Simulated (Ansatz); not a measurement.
SiC (model structure, P6₂22, No. 180, 6 atoms in the cell), treated with r²SCAN (Ansatz, a quantum-chemistry and plane-wave program, PAW).

Numerical settings: plane-wave cutoff 560 eV, 24×24×8 k mesh (along the axes of the cell as run), Fermi–Dirac smearing 0.05 eV, scalar-relativistic PAW data made under PBE.

Cell (relaxed with PBEsol):

```yaml
crystal:
  lattice:
    - [3.06572, 0.00000, 0.00000]
    - [-1.53286, 2.65499, 0.00000]
    - [0.00000, 0.00000, 7.03117]
  atoms:
    - { symbol: Si, position: [0.50000, 0.00000, 0.66667] }
    - { symbol: Si, position: [0.00000, 0.50000, 0.33333] }
    - { symbol: Si, position: [0.50000, 0.50000, 0.00000] }
    - { symbol: C, position: [0.50000, 0.00000, 0.16667] }
    - { symbol: C, position: [0.00000, 0.50000, 0.83333] }
    - { symbol: C, position: [0.50000, 0.50000, 0.50000] }
```

**Question.** Predict the band gap and direct gap at Γ.

**Answer.** 
band gap: 1.17 eV (on the SCF k mesh)
direct gap at Γ: 3.86 eV

Note: the relaxation could raise the start's symmetry but not lower it, so the cell can be a saddle point; cell and atoms aren't relaxed at this level (pressure 1.3 GPa).

Static lattice: no zero-point or thermal effects.

A model structure was made by putting elements into a prototype or built by hand; it is no filed structure, need not be a known phase, and can be a saddle point held by its symmetry.
